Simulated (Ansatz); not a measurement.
Start from SiGe in the wurtzite structure (space group P6_3mc, No. 186; a = 3.9037 Å, c = 6.4541 Å; a model cell, its experimental status unchecked).

The other end (x = 1) is PbSi in the wurtzite structure (space group P6_3mc, No. 186; a hypothetical phase, not in the database extracts checked): 29.85 Å³/atom, gap zero; this end may not be an ambient phase.

Computed with r2SCAN (Ansatz, a first-principles code; PAW; 500 eV plane waves; spin-orbit coupling left out), earlier PAW set.

Pb replaces a fraction x of Ge; each row is one arrangement (x, atoms in the cell, starting space group or random), fully relaxed.

One change was made to it. Results:

```csv
quantity,base,after
band gap,0.66 eV,zero
mixing energy (to 0.01 eV only: unlike meshes or grids) (against an end that may be hypothetical),–,+0.06 eV/atom
mean first-shell distances,–,"Ge–Si 2.524 Å (end compound 2.396 Å), Pb–Si 2.649 Å (end compound 2.683 Å)"
deviation of the volume from the linear (Vegard-type) interpolation,–,-0.6 %
```

### Question
Which of these changes matches the shifts?
(A) x(Pb) = 0.75, 8 atoms, P3m1
(B) x(Pb) = 0.5, 8 atoms, P3m1
(C) x(Pb) = 0.5, 4 atoms, P3m1
(D) x(Pb) = 0.25, 8 atoms, Pm

### Answer
A, x(Pb) = 0.75, 8 atoms, P3m1. For comparison, the mean first-shell distances in the other runs: x(Pb) = 0.25, 8 atoms, Pm gives Ge–Si 2.429 Å (end compound 2.396 Å), Pb–Si 2.600 Å (end compound 2.683 Å); x(Pb) = 0.5, 8 atoms, P3m1 gives Ge–Si 2.477 Å (end compound 2.396 Å), Pb–Si 2.615 Å (end compound 2.683 Å); x(Pb) = 0.5, 4 atoms, P3m1 gives Ge–Si 2.475 Å (end compound 2.396 Å), Pb–Si 2.616 Å (end compound 2.683 Å).

These are small ordered cells, not random alloys; other orderings at the same x differ. Spin-orbit coupling, missing from the scalar runs, can matter with Pb. No phonon test of stability was made. All final runs are without spin polarisation. Gaps under 0.05 eV, about the width of the smearing, are given as zero. A zero or small gap of Pb3Si4Ge, PbSi, PbSi4Ge3 and PbSi2Ge can be the functional's error rather than a property of the material.
